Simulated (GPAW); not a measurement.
# A self-consistent single point of AgI (F-43m, 2 atoms in the cell) with GPAW

Computed with PBE, GPAW PAW datasets PBE (gpaw-data 1.0.1) (plane waves; GPAW 25.7.0).

This input was run:

```python
from ase import Atoms
from ase.units import GPa
from gpaw import GPAW

atoms = Atoms(['Ag', 'I'],
              cell=[[0.000000, 3.226299, 3.226299],
                    [3.226299, 0.000000, 3.226299],
                    [3.226299, 3.226299, 0.000000]],
              positions=[[0.000000, 0.000000, 0.000000],
                         [4.839448, 4.839448, 4.839448]],
              pbc=True)

calc = GPAW(mode={'name': 'pw', 'ecut': 550},
            xc='PBE',
            kpts=(9, 9, 9),
            occupations={'name': 'fermi-dirac', 'width': 0.01},
            nbands=-6,
            convergence={'bands': -4},
            symmetry={'symmorphic': False, 'tolerance': 0.0005},
            maxiter=120,
            txt='-')

atoms.calc = calc

energy = atoms.get_potential_energy()
print('Energy (eV):', round(energy, 6))
forces = atoms.get_forces()
print('Forces (eV/Ang):')
print(forces.round(5))
stress = atoms.get_stress()
print('Stress (GPa, Voigt):', (stress / GPa).round(4))
```

Log, with long lists cut:

```
Input parameters:
  convergence: {bands: -4}
  kpts: [9 9 9]
  maxiter: 120
  mode: {ecut: 550,
         name: pw}
  nbands: -6
  occupations: {name: fermi-dirac,
                width: 0.01}
  symmetry: {symmorphic: False,
             tolerance: 0.0005}
  xc: PBE

species:
  Ag:
    name: Silver
    Z: 47.0
    valence: 17
    core: 30
    charge: 0.0
    file: Ag.PBE.gz

    # Using partial waves for Ag as LCAO basis

  I:
    name: Iodine
    Z: 53.0
    valence: 7
    core: 46
    charge: 0.0
    file: I.PBE.gz

    # Using partial waves for I as LCAO basis

Reference energy: -338138.622020  # eV

Spin-paired calculation

Convergence criteria:
 Maximum [total energy] change in last 3 cyles: 0.0005 eV / valence electron
 Maximum integral of absolute [dens]ity change: 0.0001 electrons / valence electron
 Maximum integral of absolute [eigenst]ate change: 4e-08 eV^2 / valence electron
 Maximum number of scf [iter]ations: 120

Symmetries present (total): 24
Symmetries with fractional translations: 0
729 k-points: 9 x 9 x 9 Monkhorst-Pack grid
35 k-points in the irreducible part of the Brillouin zone
       k-points in crystal coordinates                weights
   0:     0.00000000    0.00000000    0.00000000          1/729
   1:     0.11111111    0.11111111    0.00000000          6/729
   2:     0.11111111    0.11111111    0.11111111          8/729
   [... 7 lines left out ...]
          ...
  34:     0.44444444    0.44444444    0.44444444          8/729

Wave functions: Plane wave expansion
  Cutoff energy: 550.000 eV
  Number of coefficients (min, max): 1954, 2000
  Pulay-stress correction: 0.000000 eV/Ang^3 (de/decut=0.000000)

Occupation numbers: Fermi-Dirac:
  width: 0.0100  # eV

Eigensolver

Densities:
  Coarse grid: 25*25*25 grid
  Fine grid: 50*50*50 grid
  Total Charge: 0.000000

Density mixing:
  Method: separate
  Backend: pulay
  Linear mixing parameter: 0.05
  old densities: 5
  Damping of long wavelength oscillations: 50

Hamiltonian:
  XC and Coulomb potentials evaluated on a 50*50*50 grid
  External potential:
    NoExternalPotential

XC parameters: PBE with 2 nearest neighbor stencil

Number of atoms: 2
Number of atomic orbitals: 16
Number of bands in calculation: 18
Number of valence electrons: 24
Bands to converge: 14

Density initialized from atomic densities
  16 bands from LCAO basis set
  2 bands from random numbers

Atomic positions and initial magnetic moments

Positions:
   0 Ag     0.000000    0.000000    0.000000    ( 0.0000,  0.0000,  0.0000)
   1 I      4.839448    4.839448    4.839448    ( 0.0000,  0.0000,  0.0000)

Unit cell:
           periodic     x           y           z      points  spacing
  1. axis:    yes    0.000000    3.226299    3.226299    25     0.1490
  2. axis:    yes    3.226299    0.000000    3.226299    25     0.1490
  3. axis:    yes    3.226299    3.226299    0.000000    25     0.1490

  Lengths:   4.562676   4.562676   4.562676
  Angles:   60.000000  60.000000  60.000000

Effective grid spacing dv^(1/3) = 0.1626

     iter     time        total  log10-change:
                         energy   eigst   dens
iter:   1 --:--:--    -4.909582   +0.14
iter:   2 --:--:--    -4.894276   -1.61  -1.70
iter:   3 --:--:--    -4.924220   -1.63  -1.72
iter:   4 --:--:--    -4.910695   -3.42  -1.98
iter:   5 --:--:--    -4.842310   -2.12  -1.99
iter:   6 --:--:--    -4.840170   -4.04  -2.75
iter:   7 --:--:--    -4.839965c  -3.74  -2.85
iter:   8 --:--:--    -4.839511c  -4.80  -3.10
iter:   9 --:--:--    -4.839509c  -4.73  -3.46
iter:  10 --:--:--    -4.839479c  -5.32  -3.42
iter:  11 --:--:--    -4.839474c  -6.58  -4.18c
iter:  12 --:--:--    -4.839474c  -7.53c -4.45c

Converged after 12 iterations.

Dipole moment: (4.830290, 4.830290, 4.830290) |e|*Ang

Energy contributions relative to reference atoms: (reference = -338138.622020)

Kinetic:        +10.780820
Potential:      -10.472001
External:        +0.000000
XC:              -5.224099
Entropy (-ST):   +0.000000
Local:           +0.075805
SIC:             +0.000000
--------------------------
Free energy:     -4.839474
Extrapolated:    -4.839474

Showing only first 2 kpts
 Kpt  Band  Eigenvalues  Occupancy
  0    10      3.26332    2.00000
  0    11      3.26332    2.00000
  0    12      4.60052    0.00000
  0    13      8.98517    0.00000

  1    10      3.02346    2.00000
  1    11      3.02346    2.00000
  1    12      5.33364    0.00000
  1    13      8.48213    0.00000

Fermi level: 4.00632

Gap: 1.337 eV
Transition (v -> c):
  (s=0, k=0, n=11, [0.00, 0.00, 0.00]) -> (s=0, k=0, n=12, [0.00, 0.00, 0.00])
No difference between direct/indirect transitions
Energy (eV): -4.839474

Forces in eV/Ang:
  0 Ag   -0.00000    0.00000   -0.00000
  1 I     0.00000   -0.00000   -0.00000

Stress tensor:
    -0.017889    -0.000000     0.000000
    -0.000000    -0.017889     0.000000
     0.000000     0.000000    -0.017889
Stress (GPa, Voigt): [-2.8662 -2.8662 -2.8662  0.      0.     -0.    ]
```

The run converged in 12 iterations. GPAW prints stress with tension positive.

The starting cell comes from a database of computed structures (which also holds hypothetical and non-ambient phases and stackings), without a prior relaxation at this level. Its lattice was rescaled by a random factor within 2.5 % of one. Spin-orbit coupling is off.
